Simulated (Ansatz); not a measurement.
Amorphous Si30N40C, 71 atoms at 2.94 g/cm³, one PBE-relaxed geometry, zone centre. Methods: PBE, scalar-relativistic without spin-orbit coupling (Ansatz, an electronic-structure program); r2SCAN, scalar-relativistic without spin-orbit coupling (Ansatz); HSE06, scalar-relativistic without spin-orbit coupling (Ansatz). Plane waves to 420 eV (r2SCAN 500 eV); exact exchange is cut at the cell's faces. At PBE the levels at both edges of the gap are localised (band-tail or defect states), and the nearest spread-out levels lie 3.2 eV apart at the zone centre. The higher rungs were started with moments on some atoms, which died out.

A CHGNet melt-quench gave the starting glass, which DFT then relaxed. N atoms were pushed apart under 1.9 Å during the dynamics, to hinder bonds among them. The hot cell started wider than the set density and was brought back towards it in steps. It is the lowest in DFT energy of 2 quenches. It is a model cell: composition and starting density were chosen by hand, and all elements were melted together. No dispersion term was used. Its density started from a set value of 2.94 and ended at 2.94 g/cm³. The quench (nominally 380 K/ps over its main leg) was far faster than any real one, so the model tends to hold more defects than a real film. A cell of this size samples the disorder only roughly. The volume was held where the preparation left it, at a PBE pressure of 3.2 GPa. Stress components on the final sampling reach 6.5 GPa. Cycles of charging lowered its energy after that relaxation.

The relaxation ran on the zone centre alone. At PBE the gap between localised states is 1.44 eV on a 2×2×2 Γ-centred mesh, and the spacing at the zone centre alone 1.48 eV.

Problem. What zone-centre spacing does r2SCAN give, roughly?

Solution. 1.80 eV (+0.31 eV against PBE).

Problem. What zone-centre spacing does HSE06 give, roughly?

Solution. 2.73 eV (+1.25 eV against PBE).

The highest filled and the lowest empty state spread over these numbers of atoms (participation numbers): PBE: 4.7 and 5.5; r2SCAN: 4.5 and 5.2; HSE06: 4.5 and 5.6.
